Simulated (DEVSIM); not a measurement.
Structure: abrupt Si n-p junction, at 400 K.

```csv
layer (left to right),material,thickness (μm),Nd (cm⁻³),Na (cm⁻³),τn (s),τp (s)
1,Si,26.0,1.7e17,-,0.00043,0.00043
2,Si,5.70,-,4e15,0.00043,0.00043
```

Left contact: ohmic. Right contact: ohmic. Voltage is applied to the left contact. Recombination: SRH at mid-gap, radiative, Auger. Mobility is constant in doping.

The device is made up for the run: typed textbook-type constants, with dimensions and the other settings drawn at random. Values at 300 K; Nc and Nv go as T^1.5, mobilities as T to minus their exponent, the gap by Varshni's rule with the affinity fixed.

```tsv
parameter	Si
gap (eV)	1.124
affinity (eV)	4.05
permittivity	11.7
Nc (cm⁻³)	2.86e19
Nv (cm⁻³)	3.1e19
μn (cm²/Vs)	1417
μp (cm²/Vs)	470
T exponent of μn	2.3
T exponent of μp	2.2
B (cm³/s)	4.7e-15
Cn (cm⁶/s)	2.8e-31
Cp (cm⁶/s)	9.9e-32
Varshni α (eV/K)	0.000473
Varshni β (K)	636
```

Simulated with DEVSIM: 1D drift-diffusion, Boltzmann statistics, complete ionisation; no tunnelling, impact ionisation, image-force lowering or self-heating.

Task: Tabulate band edges, carrier densities and field at -0.9 V on the left contact.

Result: Energies count from the Fermi level of the right contact; mesh points crowd at the junctions.

```json
[
 {"x (μm)": "0.000", "Ec (eV)": "1.091", "Ev (eV)": "-0.005", "n (cm⁻³)": "1.7e17", "p (cm⁻³)": "1.9e8", "field (V/cm)": "-99"},
 {"x (μm)": "0.03989", "Ec (eV)": "1.091", "Ev (eV)": "-0.005", "n (cm⁻³)": "1.7e17", "p (cm⁻³)": "3.5e14", "field (V/cm)": "-98"},
 {"x (μm)": "0.1459", "Ec (eV)": "1.090", "Ev (eV)": "-0.006", "n (cm⁻³)": "1.7e17", "p (cm⁻³)": "1.3e15", "field (V/cm)": "-97"},
 {"x (μm)": "0.4099", "Ec (eV)": "1.088", "Ev (eV)": "-0.009", "n (cm⁻³)": "1.7e17", "p (cm⁻³)": "3.4e15", "field (V/cm)": "-95"},
 {"x (μm)": "1.574", "Ec (eV)": "1.077", "Ev (eV)": "-0.019", "n (cm⁻³)": "1.8e17", "p (cm⁻³)": "1.1e16", "field (V/cm)": "-87"},
 {"x (μm)": "4.226", "Ec (eV)": "1.055", "Ev (eV)": "-0.041", "n (cm⁻³)": "1.9e17", "p (cm⁻³)": "2.3e16", "field (V/cm)": "-77"},
 {"x (μm)": "11.28", "Ec (eV)": "1.005", "Ev (eV)": "-0.092", "n (cm⁻³)": "2.1e17", "p (cm⁻³)": "3.8e16", "field (V/cm)": "-68"},
 {"x (μm)": "21.86", "Ec (eV)": "0.935", "Ev (eV)": "-0.161", "n (cm⁻³)": "2.2e17", "p (cm⁻³)": "4.5e16", "field (V/cm)": "-64"},
 {"x (μm)": "24.39", "Ec (eV)": "0.919", "Ev (eV)": "-0.178", "n (cm⁻³)": "2.2e17", "p (cm⁻³)": "4.6e16", "field (V/cm)": "-64"},
 {"x (μm)": "25.41", "Ec (eV)": "0.912", "Ev (eV)": "-0.184", "n (cm⁻³)": "2.2e17", "p (cm⁻³)": "4.6e16", "field (V/cm)": "-64"},
 {"x (μm)": "25.79", "Ec (eV)": "0.910", "Ev (eV)": "-0.187", "n (cm⁻³)": "2.2e17", "p (cm⁻³)": "4.6e16", "field (V/cm)": "-64"},
 {"x (μm)": "25.96", "Ec (eV)": "0.909", "Ev (eV)": "-0.188", "n (cm⁻³)": "2.1e17", "p (cm⁻³)": "4.6e16", "field (V/cm)": "170"},
 {"x (μm)": "26.00", "Ec (eV)": "0.922", "Ev (eV)": "-0.175", "n (cm⁻³)": "1.5e17", "p (cm⁻³)": "6.8e16", "field (V/cm)": "13000"},
 {"x (μm)": "26.04", "Ec (eV)": "0.935", "Ev (eV)": "-0.161", "n (cm⁻³)": "9.8e16", "p (cm⁻³)": "1.0e17", "field (V/cm)": "230"},
 {"x (μm)": "26.20", "Ec (eV)": "0.934", "Ev (eV)": "-0.162", "n (cm⁻³)": "9.5e16", "p (cm⁻³)": "9.9e16", "field (V/cm)": "-87"},
 {"x (μm)": "26.57", "Ec (eV)": "0.931", "Ev (eV)": "-0.166", "n (cm⁻³)": "8.9e16", "p (cm⁻³)": "9.3e16", "field (V/cm)": "-92"},
 {"x (μm)": "27.54", "Ec (eV)": "0.921", "Ev (eV)": "-0.176", "n (cm⁻³)": "7.3e16", "p (cm⁻³)": "7.7e16", "field (V/cm)": "-110"},
 {"x (μm)": "29.64", "Ec (eV)": "0.889", "Ev (eV)": "-0.207", "n (cm⁻³)": "3.8e16", "p (cm⁻³)": "4.2e16", "field (V/cm)": "-210"},
 {"x (μm)": "31.16", "Ec (eV)": "0.839", "Ev (eV)": "-0.257", "n (cm⁻³)": "1.2e16", "p (cm⁻³)": "1.6e16", "field (V/cm)": "-600"},
 {"x (μm)": "31.50", "Ec (eV)": "0.810", "Ev (eV)": "-0.286", "n (cm⁻³)": "5.2e15", "p (cm⁻³)": "8.9e15", "field (V/cm)": "-1200"},
 {"x (μm)": "31.64", "Ec (eV)": "0.787", "Ev (eV)": "-0.309", "n (cm⁻³)": "2.0e15", "p (cm⁻³)": "5.4e15", "field (V/cm)": "-2200"},
 {"x (μm)": "31.70", "Ec (eV)": "0.773", "Ev (eV)": "-0.324", "n (cm⁻³)": "8.1e9", "p (cm⁻³)": "4.0e15", "field (V/cm)": "-2500"}
]
```
